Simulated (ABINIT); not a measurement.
**A short convergence ladder for AgAu3 (I4mm, 4 atoms in the cell)**

```
AgAu3
1.0
   -2.04632     2.04632     4.14193
    2.04632    -2.04632     4.14193
    2.04632     2.04632    -4.14193
Ag Au
1 3
Direct
  0.00604   0.00604   0.00000
  0.75000   0.25000   0.50000
  0.25000   0.75000   0.50000
  0.50000   0.50000   0.00000
```

Base method: PBEsol, PAW (JTH v2.0 PBE PAW, files made for PBE) (plane waves; ABINIT 10.0.3).

Base settings: pseudos = [Ag.GGA_PBE-JTH.xml, Au.GGA_PBE-JTH.xml]; ecut = 26 Ha; pawecutdg = 52 Ha; pawxcdev = 0; ixc = -116133; occopt = 3; tsmear = 0.00367493 Ha; ngkpt = 5 5 5; nshiftk = 1; shiftk = 0 0 0.

The count of work is k-points × plane waves × bands × iterations; it is no time. Core times come from one kind of shared machine, to one figure; runs under 30 s give none.

**The k-point mesh**

The second cell is the first with its lattice scaled by 0.98.

Only quantities that move along the ladder and can be compared are tabulated.

```tsv
ngkpt	free energy less the last step's (meV/atom)	energy of the compressed cell less the first (meV/atom)	pressure (GPa)	largest difference of a force vector from the last step's (eV/Å)	count of work / last	core time / last (rough)
2 2 2	59.62	-2.35	-4.89	0.046	0.052	0.1
3 3 3	69.04	21.71	-1.54	0.051	0.20	0.4
5 5 5	11.84	10.83	-3.01	0.018	0.57	0.6
6 6 6	0.00	8.87	-3.39	0.000	1.0	1
```

Coarsest ngkpt that holds the energy of the compressed cell less the first within 1 meV/atom: not settled: the last two steps still differ by 2.0 meV/atom, over half the tolerance, so the ladder does not show it.

Coarsest ngkpt that holds the forces within 0.02 eV/Å: not settled: the last two steps still differ by 0.018 eV/Å, over half the tolerance, so the ladder does not show it.

Coarsest ngkpt that holds the pressure within 1 GPa of the last step, with all finer ones: 5 5 5; the step before is off by 1.9 GPa.

On the base run: the starting cell comes from a database of computed structures (which also holds hypothetical and non-ambient phases and stackings), without a prior relaxation at this level. Its lattice was rescaled by up to half a per cent. One atom was moved a little off its site on purpose. The potentials were made for another functional than the one used. In the base run, with a pressure of about -3 GPa the cell is away from its equilibrium volume at this level.
